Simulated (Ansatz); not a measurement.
Results of G0W0@PBEsol+SOC in Ansatz (hard PAW, contour deformation, complete-basis limit, spin–orbit shift from PBEsol) for AlCl₃ (C2/m, No. 12).

Settings: largest k mesh 4×4×4 (not extrapolated in the mesh).

Cell (measured lattice):

```
CELL_PARAMETERS angstrom
      5.11700     2.95700     0.00000
      5.11700    -2.95700     0.00000
      0.00000    -1.92533    -5.83875
ATOMIC_POSITIONS crystal
  Al 0.83380 0.83380 0.00000
  Al 0.16620 0.16620 0.00000
  Cl 0.78530 0.21470 0.77370
  Cl 0.21470 0.78530 0.22630
  Cl 0.42689 0.93049 0.77520
  Cl 0.93049 0.42689 0.22480
  Cl 0.57311 0.06951 0.22480
  Cl 0.06951 0.57311 0.77520
```

Task: Give the computed band gap.

Result: 
- band gap: 8.01 eV

Note: spin–orbit coupling enters as the shift of the gap found with a semilocal functional; cell and atoms aren't relaxed at this level.

Ansatz is a first-principles code.
